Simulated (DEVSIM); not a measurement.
System: abrupt InP p-n junction, at 400 K.

```csv
layer (left to right),material,thickness (μm),Nd (cm⁻³),Na (cm⁻³),τn (s),τp (s)
1,InP,6.50,-,7e17,5e-8,5e-8
2,InP,4.50,9.6e14,-,5e-8,5e-8
```

Left contact: ohmic. Right contact: ohmic. Voltage is applied to the left contact. Recombination: SRH at mid-gap, radiative. Mobility is μmin + (μ − μmin)/(1 + (N/Nref)^α).

This is a model device: material constants are rounded textbook-type values typed into the input, and sizes, dopings and lifetimes were drawn at random. Values at 300 K; Nc and Nv go as T^1.5, mobilities as T to minus their exponent, the gap by Varshni's rule with the affinity fixed.

```tsv
parameter	InP
gap (eV)	1.344
affinity (eV)	4.38
permittivity	12.5
Nc (cm⁻³)	5.7e17
Nv (cm⁻³)	1.1e19
μn (cm²/Vs)	5200
μp (cm²/Vs)	170
μn,min	400
μp,min	10
Nref,n	3e17
Nref,p	4.9e17
αn	0.47
αp	0.62
T exponent of μn	2
T exponent of μp	2
B (cm³/s)	1.2e-10
Varshni α (eV/K)	0.000363
Varshni β (K)	162
```

Model (solved in DEVSIM): 1D drift-diffusion, Boltzmann statistics, complete ionisation; no tunnelling, impact ionisation, image-force lowering or self-heating.

Question: Tabulate band edges, carrier densities and field at zero bias.

Answer: Energies count from the Fermi level of the right contact; mesh points crowd at the junctions.

```
x (μm)   Ec (eV)  Ev (eV)  n (cm⁻³)  p (cm⁻³)  field (V/cm)
-------  -------  -------  --------  --------  ------------
0.000      1.202   -0.110       640    7.0e17           ≈ 0
0.03020    1.202   -0.110       640    7.0e17           ≈ 0
0.1032     1.202   -0.110       640    7.0e17           ≈ 0
0.2621     1.202   -0.110       640    7.0e17           ≈ 0
0.8661     1.202   -0.110       640    7.0e17           ≈ 0
1.978      1.202   -0.110       640    7.0e17           ≈ 0
4.059      1.202   -0.110       640    7.0e17           ≈ 0
5.731      1.202   -0.110       640    7.0e17           ≈ 0
6.171      1.202   -0.110       640    7.0e17           ≈ 0
6.374      1.202   -0.110       640    7.0e17           ≈ 0
6.457      1.202   -0.110       640    7.0e17           -50
6.501      1.161   -0.151      2100    2.1e17        -49000
6.535      1.067   -0.244     32000    1.4e16        -19000
6.608      0.953   -0.358    860000    5.2e14        -14000
6.869      0.640   -0.671     7.6e9    5.9e10        -10000
7.395      0.297   -1.014    1.6e14   2800000         -3000
8.536      0.235   -1.076    9.6e14    470000           ≈ 0
9.925      0.235   -1.076    9.6e14    460000           ≈ 0
10.65      0.235   -1.076    9.6e14    460000           ≈ 0
10.86      0.235   -1.076    9.6e14    460000           ≈ 0
10.95      0.235   -1.076    9.6e14    460000           ≈ 0
11.00      0.235   -1.076    9.6e14    460000           ≈ 0
```
